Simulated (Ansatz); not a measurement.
GeSb₄Te₇ (P-3m1, No. 164, 12 atoms in the cell; start mp-29641) was calculated with HSE06 (Ansatz, a program for electronic structure, PAW).

Run with plane-wave cutoff 460 eV, 6×6×1 k mesh (along the axes of the cell as run), Fermi–Dirac smearing 0.01 eV, scalar-relativistic PAW data made under PBE.

Cell (relaxed with PBE-D3(BJ)):

```
CELL_PARAMETERS angstrom
      4.25885     0.00000     0.00000
     -2.12942     3.68827     0.00000
      0.00000     0.00000    23.34723
ATOMIC_POSITIONS crystal
  Ge 0.00000 0.00000 0.50000
  Sb 0.66667 0.33333 0.91572
  Sb 0.33333 0.66667 0.08428
  Sb 0.33333 0.66667 0.34365
  Sb 0.66667 0.33333 0.65635
  Te 0.33333 0.66667 0.84200
  Te 0.66667 0.33333 0.15800
  Te 0.00000 0.00000 0.72985
  Te 0.00000 0.00000 0.27015
  Te 0.66667 0.33333 0.42883
  Te 0.33333 0.66667 0.57117
  Te 0.00000 0.00000 0.00000
```

Predict the band gap and direct gap at Γ.


- band gap = 0.23 eV
- direct gap at Γ = 0.54 eV

Note: cell and atoms aren't relaxed at this level (largest force component 0.33 eV/Å, pressure 0.7 GPa).

Spin–orbit coupling is not included; it can close the smallest gap of 0.23 eV.

Static lattice: no zero-point or thermal effects.

Computing time: very roughly 20 core-minutes.

A start named mp-… is a Materials Project structure, which need not be a measured phase.
